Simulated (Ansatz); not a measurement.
**Pressure series in TiO2**

Start from TiO2 (space group P2_1/c, No. 14; a = 4.7803 Å, b = 4.8614 Å, c = 5.0022 Å, α = 90.00°, β = 100.06°, γ = 90.00°).

Cell and atoms are relaxed at each pressure.

All numbers come from DFT with PBEsol, PAW potentials and a 420 eV plane-wave cutoff in Ansatz (a program for electronic structure), no spin-orbit coupling.

Notes on the quantities. band gap: an upper bound: an edge found on the path is not a true extremum; the base alone.

```
variant           band gap     density
----------------  --------  ----------
base               2.25 eV  4.63 g/cm³
pressure 3 GPa     2.21 eV  4.70 g/cm³
pressure 5 GPa     2.18 eV  4.75 g/cm³
pressure 7.5 GPa   2.16 eV  4.81 g/cm³
pressure 10 GPa    2.16 eV  4.87 g/cm³
```

Load acts through the strain it causes; cell and atoms are relaxed under it. Whether these cells are dynamically stable was not tested. Competing high-pressure phases were not computed. All final runs are without spin polarisation. This is not the structure that TiO2 has at room temperature and ambient pressure.
